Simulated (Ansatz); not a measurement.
A (10,10) carbon nanotube, relaxed period 2.467 Å, atoms relaxed at each strain.

```csv
strain,energy (meV a period),axial force (nN)
-0.015,+254.7,-22.36
+0.015,+243.6,+20.89
```

These are PBE (plane waves to 420 eV, PAW; Ansatz, a first-principles code) values and carry that method's errors. Mesh 1×1×30. No spin polarisation. One-dimensional cell, images about 11 Å apart. An idealised model, rolled from the flat sheet. Only distortions within the start's symmetry and period were free. Buckling under compression is shut out by symmetry and the short period. Energies are free energies at a Fermi–Dirac width of 0.05 eV, from the unstrained cell.

Mean diameter 13.63 Å.

Q: Work out the axial stiffness dF/dε in two ways, and what it means for a modulus.

A: From the forces: (+20.89 − (-22.36))/0.030 = 1442 nN. From the energies: (E₊ + E₋)/(ε² c) = 0.4983 eV/(0.015² × 2.467 Å) = 897.7 eV/Å = 1438 nN. The two agree to within 1 %. Spread over the circumference π × 13.63 Å, the force value is a sheet stiffness of 337 N/m.
